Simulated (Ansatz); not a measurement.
# Point defects in ZnO

Consider an 8-atom supercell of ZnO in the wurtzite structure (space group P6_3mc, No. 186; a = 3.231 Å, c = 5.216 Å) at its relaxed geometry.

One neutral defect a cell, atoms relaxed at fixed cell.

Level of theory: DFT with PBEsol, PAW potentials and a 420 eV plane-wave cutoff in Ansatz (a quantum-chemistry and plane-wave program), without spin-orbit coupling, earlier PAW set.

```tsv
variant	pressure	largest displacement of a host atom from its site in the perfect cell
perfect supercell	0.0 GPa	–
Zn interstitial (started 2.06 Å from the nearest host atom)	___	___
O vacancy, symmetric start	-9.5 GPa	0.25 Å
H interstitial (started 2.06 Å from the nearest host atom), symmetric start	3.3 GPa	0.11 Å
Zr on a Zn site, symmetric start	12.3 GPa	0.29 Å
O interstitial (started 1.98 Å from the nearest host atom), symmetric start	9.5 GPa	0.34 Å
```

Q: Some entries are withheld; estimate them.

A: 
- Zn interstitial (started 2.06 Å from the nearest host atom), pressure: 14.0 GPa
- Zn interstitial (started 2.06 Å from the nearest host atom), largest displacement of a host atom from its site in the perfect cell: 1.69 Å

The magnetic state is the one reached from the starting moments; the real material's order can differ, and small cells can't hold many antiferromagnetic ones. In so small a cell the defect repeats every few ångströms: this is an ordered compound, not a dilute defect. The mesh was chosen for an insulator and is coarse for the gapless case. Defects with a symmetric start kept the site's symmetry and may sit on a saddle; the others started slightly shaken. Seeded moments were not kept for Zn interstitial (started 2.06 Å from the nearest host atom), O vacancy and Zr on a Zn site.
